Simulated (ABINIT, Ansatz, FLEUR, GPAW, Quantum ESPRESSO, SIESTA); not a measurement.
**Code comparison for TiSi (Amm2, 2 atoms in the cell)**

Self-consistent single point.

```yaml
crystal:
  lattice:
    - [3.83428, 0.00000, 0.00000]
    - [0.00000, 1.82350, 2.15938]
    - [0.00000, -1.82350, 2.15938]
  atoms:
    - { symbol: Ti, position: [0.00000, 0.04484, 0.04484] }
    - { symbol: Si, position: [0.50000, 0.55666, 0.55666] }
```

All programs got the same cell, k-point mesh and kind of occupations (in Ansatz's words: kpoints.mp_grid.grid = 11 16 16; scf.occupations.method = fermi_dirac; scf.occupations.width = 0.136 eV); potentials, basis and cutoffs are each program's usual ones.

```json
[
 {"code": "ABINIT", "model": "PBEsol, norm-conserving pseudopotentials (PseudoDojo nc-sr-04 PBEsol standard)", "pressure (GPa)": "-7.62", "largest force (eV/Å)": "0.031", "k-points": "438", "cutoff": "42 Ha"},
 {"code": "Ansatz", "model": "PBEsol, PAW files made with PBE", "pressure (GPa)": "-7.63", "largest force (eV/Å)": "0.031", "k-points": "438", "cutoff": "420 eV"},
 {"code": "FLEUR", "model": "PBEsol, all-electron FLAPW (FLEUR), scalar-relativistic valence", "pressure (GPa)": "–", "largest force (eV/Å)": "0.031", "k-points": "438", "cutoff": "Kmax 4.5 1/bohr"},
 {"code": "Quantum ESPRESSO", "model": "PBEsol, GBRV 1.5 ultrasoft (PBESOL) pseudopotentials", "pressure (GPa)": "-7.62", "largest force (eV/Å)": "0.031", "k-points": "438", "cutoff": "50 Ry"},
 {"code": "GPAW", "model": "PBEsol, GPAW PAW datasets PBEsol (made by gpaw-setup)", "pressure (GPa)": "-7.08", "largest force (eV/Å)": "0.034", "k-points": "438", "cutoff": "800 eV"},
 {"code": "SIESTA", "model": "GGA PBEsol, numerical atomic orbitals DZP, PseudoDojo PBEsol standard norm-conserving potentials (rewritten from UPF to PSML)", "pressure (GPa)": "-8.21", "largest force (eV/Å)": "0.032", "k-points": "1424", "cutoff": "grid 400 Ry"}
]
```

A dash marks a value that a program does not give, or that is left out as unsure.

The spread over the programs that give each value: pressure within 1.13 GPa; largest force within 0.003 eV/Å.

The starting cell comes from a database of computed structures (which also holds hypothetical and non-ambient phases and stackings), without a prior relaxation at this level. Its lattice was rescaled by a random factor within 2.5 % of one. On Ansatz's run: Spin polarisation is off. In the base run, with a pressure of about -8 GPa the cell is away from its equilibrium volume at this level.

Q: Why do the programs differ, and what cannot be compared?

A: Differences of this kind can come from the potentials, where these differ, and from what each basis and cutoff leave unconverged. The zero of total energies and Fermi levels follows the potentials and each program's conventions, so they are not compared here. SIESTA uses small atom-centred bases, whose incompleteness enters pressures, forces and empty levels differently from a plane-wave cutoff. FLEUR treats all electrons, but the usual bases taken here (sphere radii, linearisation, local orbitals, empty states) were not tested for convergence, so the values are no reference for the others. Ansatz's pressure is given at a fixed set of plane waves, as the other plane-wave codes print theirs. The programs reduce the same mesh by symmetry to different extents, which changes the work and not the result.

Left out of this page: Elk (not drawn, or without a comparable value).

Ansatz is an electronic-structure program.

Keys are those of Ansatz 0.2.
